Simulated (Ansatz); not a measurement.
Candidate structures of Mg2NbN3, relaxed level by level: Mg2NbN3 (C2/c, No. 15, 12 atoms in the cell; start mp-1246788); Mg2NbN3 (C2/m, No. 12, 12 atoms in the cell; start mp-1247557); Mg2NbN3 (Cmcm, No. 63, 12 atoms in the cell; start mp-1029408). Levels: LDA (Ansatz, an electronic-structure program, PAW), PBEsol in Ansatz (PAW).

Question: Rank the structures in energy at 0 K, level by level.

Answer: Lowest: LDA, Mg2NbN3 (C2/m, No. 12, 12 atoms in the cell; start mp-1247557); PBEsol, Mg2NbN3 (C2/m, No. 12, 12 atoms in the cell; start mp-1247557). Energies above the lowest of these candidates, meV/atom:

```tsv
structure	LDA	PBEsol
Mg2NbN3 (C2/m, No. 12, 12 atoms in the cell; start mp-1247557)	0	0
Mg2NbN3 (C2/c, No. 15, 12 atoms in the cell; start mp-1246788)	25	12
Mg2NbN3 (Cmcm, No. 63, 12 atoms in the cell; start mp-1029408)	40	28
```

All these levels agree on the lowest structure.

Static-lattice energies; unlike cells have unlike k meshes, which leaves some meV/atom of uncertainty, and other structures than these can lie lower.

Note: the relaxation could not lower the start's symmetry, so the cell can be a saddle point above a distorted one.

A start named mp-… is a Materials Project structure, which need not be a measured phase.
